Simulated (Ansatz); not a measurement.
**What H interstitial (started 1.74 Å from the nearest host atom) does to Nb**

Consider a 12-atom supercell of Nb in the bcc (W type) structure (space group Im-3m, No. 229; a = 3.3027 Å) at its relaxed geometry.

One thing is altered: one H atom is added in an open site, starting 1.74 Å from the nearest host atom, atoms relaxed at fixed cell, starting from a slightly rattled geometry.

Level of theory: r2SCAN (Ansatz, a program for electronic structure; PAW; 500 eV plane waves; no SOC). Γ-centred 7×7×5 mesh, Fermi–Dirac width 0.05 eV.

```json
{
  "pressure": "3.0 GPa (base 0.3 GPa)",
  "largest_displacement_of_a_host_atom_from_its_site_in_the_perfect_cell": "0.07 Å",
  "final_site_of_the_added_atom": "4 Nb at 1.91 Å"
}
```

Final structure:

```
CELL_PARAMETERS angstrom
     -3.30269     3.30269     3.30269
      3.30269    -3.30269     3.30269
      4.95404     4.95404    -1.65135
ATOMIC_POSITIONS crystal
  Nb 0.99649 0.98955 0.99212
  Nb 0.99831 0.50323 0.99277
  Nb 0.49458 0.99625 0.99789
  Nb 0.50223 0.49977 0.99893
  Nb 0.34088 0.33399 0.34148
  Nb 0.16639 0.16397 0.66677
  Nb 0.33423 0.83586 0.33582
  Nb 0.16463 0.66581 0.66510
  Nb 0.82725 0.33227 0.34088
  Nb 0.66465 0.16587 0.66854
  Nb 0.83073 0.82829 0.33469
  Nb 0.66681 0.66377 0.66682
  H  0.04063 0.28964 0.16682
```

Cost of the whole job for the changed cell (relaxation, final SCF and bands): about 20 core-minutes (a rough figure).

In so small a cell the defect repeats every few ångströms: this is an ordered compound, not a dilute defect. All final runs are without spin polarisation. An odd electron count without spin: Nb12H. The defect cell is not spin-polarised.
